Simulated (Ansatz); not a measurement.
The cell is built on a prototype and need not be the phase stable at ambient conditions.

By PBEsol, the system below comes out a metal.

Input:

```
HfRh3
1.0
    3.94522     0.00000     0.00000
    0.00000     3.94522     0.00000
    1.97261    -1.97261     3.86962
Rh Hf
3 1
Cartesian
  1.97261   1.97261   0.00000
  1.97261   0.00000   1.93481
  3.94522   1.97261   1.93481
  0.00000   0.00000   0.00000
```

Space group of this cell: I4/mmm. The cell was relaxed by PBE-D3(BJ); by PBEsol its mean pressure is -2.4 GPa.

The current flows along the normal of the first two printed cell vectors. No spin-orbit coupling; the value is a mean over 0.1 eV about the Fermi level.

**Question.** Compute, with PBEsol (Ansatz, a program for electronic structure), the ballistic conductance per area.

**Answer.** 0.75 × 10¹⁵ S/m² for both spins.
